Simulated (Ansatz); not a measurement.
Checking a run of Ansatz (an electronic-structure program) on a (101) slab of MnSi (cut from a parent of space group no. 198; 16 atoms in the cell). The aim is a self-consistent single point with DFT, LDA (PW92), plane waves, PAW files made with PBE.

Cell that was meant: a = 4.3905 Å, b = 6.2091 Å, c = 21.6216 Å, α = 90.00°, β = 90.00°, γ = 90.00°.

Part of the input:

Ansatz 0.2 input:
```yaml
    - { symbol: Si, position_ang: [0.677107, 0.879408, 12.036204] }
    - { symbol: Si, position_ang: [2.872372, 0.516545, 13.621608] }
    - { symbol: Si, position_ang: [1.518157, 4.578693, 12.643598] }
basis:
  ecutwfc: 40
kpoints:
  mp_grid:
    grid: [4, 3, 1]
```

Log, with long lists cut:

```
   [... lines left out ...]
PAW frozen core: Si, regenerated for the run's functional, and the local potential with it
Initial density: superposition of atomic densities (neutral atoms: chi_scale 0, normalization atom)
Starting moments: Σ|m| = 32 μB on 8 of 16 sites
Initial wavefunctions: pseudopotential atomic-orbital guess
Eigensolver: davidson
Functional: x = slater, c = lda
SCF iter   1: F=—  HF=-32580.196464 eV  |F-HF|=—  |Δ(HF+E_count)|=         —  Δρ=6.83e-1 (↑6.83e-1 ↓3.81e-1)  dr2=5.97e3  dr2_m=1.37e2  M=0.324 μB ∫|m|=2.096 μB  β_m=0.30  ethr=3.10e-3  ⟨swp⟩=1.0  Hψ=4776  notcnv=0
Mixer restart at iter 1: flushing history
all-band conjugate gradients solve this SCF's bands
preconditioner: auto → LDOS
   [... lines left out ...]
SCF iter  14: F=—  HF=-27638.159711 eV  |F-HF|=—  |Δ(HF+E_count)|=   1.34e-6  S|Δr|=    0.00e0  Δρ=2.43e-6 (↑2.43e-6 ↓2.42e-6)  dr2=1.01e-6  dr2_m=6.47e-12  M=0.000 μB ∫|m|=0.000 μB  β_m=0.81  ethr=7.30e-9  ⟨swp⟩=2.9  Hψ=1932  notcnv=0  defer=244
SCF iter  15: F=-27638.159711 eV  HF=-27638.159711 eV  |F-HF|=5.40e-8  |Δ(HF+E_count)|=   8.02e-8  S|Δr|=    0.00e0  Δρ=7.52e-7 (↑7.52e-7 ↓7.46e-7)  dr2=6.41e-8  dr2_m=2.01e-12  M=-0.000 μB ∫|m|=0.000 μB  ethr=6.58e-11  ⟨swp⟩=52.1  Hψ=25918  notcnv=0
SCF 1 converged in 15 iterations: F = -27638.159711 eV  dr2 = 6.41e-8
WARN: the starting moments were not kept: the SCF closed with an absolute magnetisation of 1.2e-6 μB, where they sum to 32 μB in size (8 sites) …
   [... lines left out ...]
Absolute magnetization: 0.0000 μB (∫|ρ↑−ρ↓|, with the PAW one-centre terms)
Free energy (F): -27638.159711 eV
Fermi energy:    -1.431452 eV
   [... lines left out ...]
  atom  16  Si    16.94420124     5.75188757    31.63974223
--- Stress (GPa, compression-positive) ---
       91.851666      -8.991363      -4.181223
       -8.991363     116.100850       0.785162
       -4.181223       0.785162      89.578428
  P = ⅓ Tr σ = 99.1770 GPa (991.770 kbar)
  The stress holds the Pulay correction. Without it, at fixed plane waves, as pw.x and ABINIT print it: P = -1383.6721 GPa
```

Q: Is this run sound? If not, what is wrong?

A: The run is not sound. The fault is this: a cutoff meant in Ry typed as a bare number, read as eV. A bare number is read in the key's own unit, and eV, Ry (13.6 eV) and Ha (27.2 eV) lie far apart, so the setting ends up far from the one that was meant. To fix it, convert the value to the unit that the key expects. The run converged in 15 iterations without an error; against the sound input the free energy rises by 497 eV/atom, the largest force goes from 1.278 to 38.78 eV/Å and the size of the net moment goes from 0.75 to 0.00 μB/atom.

An input that runs soundly differs in these lines (not the only fix; some lines may just follow from the change or write a value another way):
```diff
-basis:
-  ecutwfc: 40
```

With that input, the run converged in 56 iterations: free energy E − TS (on the zero of these files) -35596.4061 eV; Fermi level (on the code's own zero) 1.97 eV; pressure averaged over the cell with its vacuum -0.80 GPa; largest force (vector length) 1.278 eV/Å; size of the cell's spin moment 12.04 μB (DFT, LDA (PW92), plane waves, PAW files made with PBE).

On the sound input: the starting cell comes from a database of computed structures (which also holds hypothetical and non-ambient phases and stackings), without a prior relaxation at this level. The slab is cut from that crystal, and its faces are unrelaxed. Its lattice was rescaled in the plane by a random factor within 2.5 % of one. The magnetic order is the one reached from the typed start; others were not searched systematically. The two faces of this cut differ, and no dipole correction was used. Forces in this geometry exceed 1 eV/Å. Without a gap this mesh is coarse (it stands for a supercell whose shortest in-plane vector is 18 Å).

These are the values that this program gave, and no reference: magnetic slabs can end in a higher state.
